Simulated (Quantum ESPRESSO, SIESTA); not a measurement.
## Pressure against volume in BaTiO3 (space group 99) (SIESTA, LDA)

```
CELL_PARAMETERS angstrom
      3.83482     0.00000     0.00000
      0.00000     3.83482     0.00000
      0.00000     0.00000     3.88287
ATOMIC_POSITIONS crystal
  Ba 0.00000 0.00000 0.00000
  Ti 0.50000 0.50000 0.51300
  O  0.50000 0.50000 0.97700
  O  0.00000 0.50000 0.48700
  O  0.50000 0.00000 0.48700
```

Level of theory: LDA PW92, numerical atomic orbitals TZP, PseudoDojo LDA standard norm-conserving potentials (rewritten from UPF to PSML) (SIESTA). Settings: XC.functional = LDA; XC.authors = PW92; potentials = PseudoDojo LDA standard; PAO.BasisSize = TZP; PAO.EnergyShift = 0.005 Ry; MeshCutoff = 455 Ry; kgrid.MonkhorstPack = 8 8 8; OccupationFunction = FD; ElectronicTemperature = 10 meV; MaxSCFIterations = 150; SCF.Mixer.Method = Pulay; SCF.Mixer.Weight = 0.1; SCF.Mixer.History = 6; SCF.DM.Tolerance = 1.0E-05. The cell above is the first row's. The rows scale it uniformly. In all rows fractional positions and the k mesh are held.

| V (Å^3/atom) | P (GPa) |
|---|---|
| 11.420 | ? |
| 11.668 | 10.63 |
| 11.917 | 6.13 |
| 12.165 | 2.09 |
| 12.413 | -1.40 |
| 12.661 | -4.58 |
| 12.910 | -7.36 |
| 13.158 | -9.99 |
| 13.406 | -12.50 |

Q: Using a cubic, estimate the missing P at V = 11.420 from the other rows, showing the fit.

A: With u = V - 12.5, the rows have u = -0.8320, -0.5830, -0.3350, -0.0870, 0.1610, 0.4100, 0.6580, 0.9060. Least squares gives P = -2.546 - 12.8280·u + 2.8765·u² - 0.9174·u³. Residuals (row less fit): -0.016, 0.038, -0.019, 0.008, -0.039, 0.025, 0.013, -0.011; standard error 0.034 (degrees of freedom: 4). The fitted pressure is zero at V0 = 12.31, where dP/dV = -14.02, so B0 = -V0·dP/dV = 173 GPa. At the withheld row, u = -1.0800, so P = -2.546 - 12.8280 × (-1.0800) + 2.8765 × (-1.0800)² - 0.9174 × (-1.0800)³ = 15.819 GPa. The calculation gives 15.58 GPa, 0.239 GPa below the prediction (0.9 % of the range of P in the table). The row lies outside the fitted rows, so this is an extrapolation. From the scatter of the fitted rows alone, a prediction at this place has a standard error of 0.090 GPa, so the miss is 2.7 times that.

Carrying the step between the two nearest rows on in a straight line would have given 15.11, off by 0.47; series whose last step already gives the withheld value aren't shown. The scan was laid around a cell of about the measured size, scaled by a guess for this functional; axis ratios and inner coordinates come from that cell. This is the room-temperature phase, which isn't the ground state. The runs keep the symmetry of the cell, so they don't test it for distortions. A plane-wave scan with the same functional (Quantum ESPRESSO, GBRV) gives V0 = 12.37 Å^3/atom and B0 = 192 GPa; a Birch-Murnaghan fit to all rows here lies -0.5 % from it in V0 and -9 % in B0; the two differ in basis, and may differ in potentials and mesh. The LDA file for Ba was generated anew from PseudoDojo's inputs, some of which were changed. Values carry the incompleteness of an atom-centred basis. Spin-orbit coupling is off. The shape of the cell and the inner coordinates aren't relaxed, so V0 and B0 belong to this uniform scaling; a relaxed crystal lies no higher in energy and is usually softer (forces reach 0.91 eV/Å in these rows). Cutoffs and mesh are single choices, not tested for convergence of this quantity. Series with a scatter that would blur these digits, or in which a gap closes, are not shown.
